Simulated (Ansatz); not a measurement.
ZnSe under load (space group I-4m2), r2SCAN with spin-orbit coupling, rigid bands (Ansatz, a first-principles code). Condition of this run: biaxial stress xx = yy = -2 GPa (compression positive) (the target of the relaxation). Band gap 1.57 eV, N_c = 1.10e18 cm⁻³ and N_v = 7.89e18 cm⁻³ at 300 K, conductivity masses along y (a = (0.00, 2.91, 2.74) Å; b = (2.91, 0.00, 2.74) Å; c = (2.91, 2.91, 0.00) Å) of 0.129 mₑ (electrons) and 0.672 mₑ (holes). Take k_BT = 0.02585 eV.

### Question
What built-in voltage has an abrupt junction with N_A = 1e16 and N_D = 1e17 cm⁻³, all dopants ionised?

### Answer
V_bi = E_g/e − (k_BT/e) ln(N_c N_v/(N_A N_D)) = 1.57 − 0.02585 × 9.07 = 1.34 V, for the computed gap.

### Question
Find the intrinsic carrier density and the intrinsic Fermi level.

### Answer
n_i = √(N_c N_v) exp(−E_g/2k_BT) = 2.95e18 × exp(−30.37) = 1.9e5 cm⁻³. The level lies (k_BT/2) ln(N_v/N_c) = 25 meV from mid-gap (positive towards the conduction band). Each 0.1 eV added to the gap lowers n_i by a factor of 6.9.

### Question
What thermal injection velocity √(2k_BT/πm) limits a ballistic channel along the direction named?

### Answer
1.50e7 cm/s for electrons and 6.56e6 cm/s for holes, a ratio of √(m_h/m_e) = 2.28, for dilute carriers.

Rigid bands with the computed gap; masses take one relaxation time for all states.
